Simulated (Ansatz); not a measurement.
Input:

```xyz
6
Lattice="3.5580 0.0000 0.0000 0.0000 3.5580 0.0000 0.0000 0.0000 5.1719" Properties=species:S:1:pos:R:3 pbc="T T T"
Hf     1.7790     1.7790     2.5859
Hf     0.0000     0.0000     0.0000
O      0.0000     1.7790     3.6059
O      0.0000     1.7790     1.0199
O      1.7790     0.0000     4.1519
O      1.7790     0.0000     1.5660
```

The cell is taken as given; by r2SCAN it stands under a pressure of 4.1 GPa.

Transport runs along the normal of the first two printed cell vectors, the (001) plane of the conventional cell.

No gap correction and no spin-orbit coupling; mid-gap is the computed energy nearest the middle.

**Question.** State the band gap and the smallest decay constant κ at mid-gap according to r2SCAN (Ansatz, a program for electronic structure).

**Answer.** Gap 5.31 eV on a 8×8×6 mesh; κ = 0.378 1/Å, at the zone centre.
